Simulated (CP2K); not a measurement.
Band structure of TeH6O6 (P1, 13 atoms in the cell).

```
Te(HO)6
1.0
    5.38664     0.00000     0.00000
   -0.11001     5.45956     0.00000
   -2.51545    -2.54563     4.37846
Te H O
1 6 6
Cartesian
  2.72174   2.89250   4.37571
  2.11060   1.20277   0.02728
  3.13784   3.10102   2.00394
  1.63738  -0.40026   4.26318
  0.60107   1.61901   4.26300
 -0.47573  -0.41725   2.34099
 -1.41722   0.74838   4.34554
 -1.30927  -1.10372   4.06645
  2.40821   2.68597   2.49686
  3.86816   1.22781   0.07106
  3.99671   3.98006   0.27882
  0.20101   0.12154   1.89158
 -1.15339   1.68724   4.27561
```

Computed with LDA (Pade form), GPW, DZVP-MOLOPT-SR-GTH basis, GTH-PADE potentials (GTH_POTENTIALS) (CP2K 2026.2).

Settings: CUTOFF = 450 Ry; REL_CUTOFF = 50 Ry; SMEAR/METHOD = GAUSSIAN; SIGMA = 0.02 eV; KPOINTS/SCHEME = MACDONALD 4 4 5 0 0 0.1; XC_FUNCTIONAL = PADE; Te/BASIS_SET = DZVP-MOLOPT-SR-GTH-q6; Te/POTENTIAL = GTH-PADE-q6; H/BASIS_SET = DZVP-MOLOPT-SR-GTH-q1; H/POTENTIAL = GTH-PADE-q1; O/BASIS_SET = DZVP-MOLOPT-SR-GTH-q6; O/POTENTIAL = GTH-PADE-q6; METHOD = GPW; EPS_DEFAULT = 1e-10.

The starting cell comes from a database of computed structures (which also holds hypothetical and non-ambient phases and stackings), without a prior relaxation at this level. Its lattice was rescaled by a random factor within 2.5 % of one. Spin-orbit coupling is off. Values carry the incompleteness of an atom-centred basis.

Predict the gap along the standard path and the places of the band edges.

The gap along the path is 2.18 eV, direct at Γ to within 0.01 eV.

Levels in eV from the top of the valence band on the SCF mesh, bands 21 to 25:
```json
[
 {"point": "X", "21": "-1.44", "22": "-1.31", "23": "-0.65", "24": "-0.16", "25": "3.47"},
 {"point": "Γ", "21": "-1.00", "22": "-0.88", "23": "-0.67", "24": "0.01", "25": "2.19"}
]
```

Higher empty bands are left out: an atom-centred basis made for the valence describes them poorly.
